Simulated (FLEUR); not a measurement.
## Energy against c/a at fixed volume: hcp Sc (space group 194) (FLEUR, PBE)

```
Sc
1.0
    3.34078     0.00000     0.00000
   -1.67039     2.89320     0.00000
    0.00000     0.00000     5.10625
Sc
2
Direct
  0.66667   0.33333   0.75000
  0.33333   0.66667   0.25000
```

Level of theory: FLEUR with PBE, all-electron FLAPW (FLEUR), scalar-relativistic valence. Settings: Kmax = 4.56 1/bohr; GmaxXC = 22.8 1/bohr; xcFunctional = pbe; jspins = 1; l_soc = F; mode = hist; fermiSmearingEnergy = 0.00183747 Htr; mesh (inpgen div1-3) = 24 24 12; inpgen gamma flag = true; Gmax = 22.8 1/bohr; numbands = 0; maxIterBroyd = 15; imix = Anderson; alpha = 0.05; precondParam = 0; minDistance = 1e-05 me/bohr^3. The cell above is the first row's. The rows change c/a at fixed volume. In all rows fractional positions and the k mesh are held. E is the free energy at the stated smearing, counted from the lowest row.

```csv
c/a,E (meV/atom)
1.5285,?
1.5444,0.20
1.5603,0.00
1.5762,0.61
1.5921,1.98
1.6081,4.08
1.6240,6.87
1.6399,10.31
1.6558,14.35
```

The 8 complete rows are fitted with a cubic, E against c/a. With u = c/a - 1.60, the rows have u = -0.05560, -0.03970, -0.02380, -0.00790, 0.00810, 0.02400, 0.03990, 0.05580. Least squares gives E = 2.928 + 131.65·u + 1397.4·u² - 1577·u³. Residuals (row less fit): 0.001, -0.003, 0.002, 0.004, -0.005, -0.001, 0.005, -0.001; standard error 0.004 (degrees of freedom: 4). The fitted curve has its minimum at c/a = 1.56, where E = -0.02. To one more digit the minimum is at c/a = 1.556; the ideal close-packed ratio is 1.633.

**Question.** What does the fit predict for E at c/a = 1.5285, and how far is the calculated value from it?

**Answer.** u = -0.07150, so E = 2.928 + 131.65 × (-0.07150) + 1397.4 × (-0.07150)² - 1577 × (-0.07150)³ = 1.235 meV/atom. The calculation gives 1.23 meV/atom, 0.005 meV/atom below the prediction (under 0.05 % of the range of E in the table). The row lies outside the fitted rows, so this is an extrapolation. From the scatter of the fitted rows alone, a prediction at this place has a standard error of 0.012 meV/atom, so the miss is 0.4 times that.

Carrying the step between the two nearest rows on in a straight line would have given 0.40, off by 0.83; series whose last step already gives the withheld value aren't shown. The reference cell has the volume at which an earlier scan in this program and functional put its minimum by a fit (its basis settings may differ); axis ratios and inner coordinates come from a measured-size cell. The runs keep the symmetry of the cell, so they don't test it for distortions. The best c/a moves a little with volume. Values depend on the basis (sphere radii, cutoffs, local orbitals), which need not be converged. In metals such curves are sensitive to mesh and smearing. Cutoffs and mesh are single choices, not tested for convergence of this quantity. Series with a scatter that would blur these digits, or in which a gap closes, are not shown. Strain series were run only where this level's volume lies within 10 % of a first guess from the measured size.
